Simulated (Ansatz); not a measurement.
How the lattice parameter a of ZnS (R3m, No. 160, 36 atoms in the cell; start mp-1196782; a measured phase of this formula has another space group) moves with the method

No measured value is used here.

Q: Put these levels in order of the lattice parameter a that they give for ZnS (R3m, No. 160, 36 atoms in the cell; start mp-1196782; a measured phase of this formula has another space group), smallest first: LDA (Ansatz, a quantum-chemistry and plane-wave program), r²SCAN (Ansatz), r²SCAN+rVV10 (Ansatz).

A: LDA (3.744 Å), r²SCAN+rVV10 (3.795 Å), r²SCAN (3.810 Å)

Cutoffs differ between the levels. Ansatz's density-functional and Hartree–Fock values are scalar-relativistic unless marked +SOC, with PAW data made under PBE.

A start named mp-… is a Materials Project structure, which need not be a measured phase.
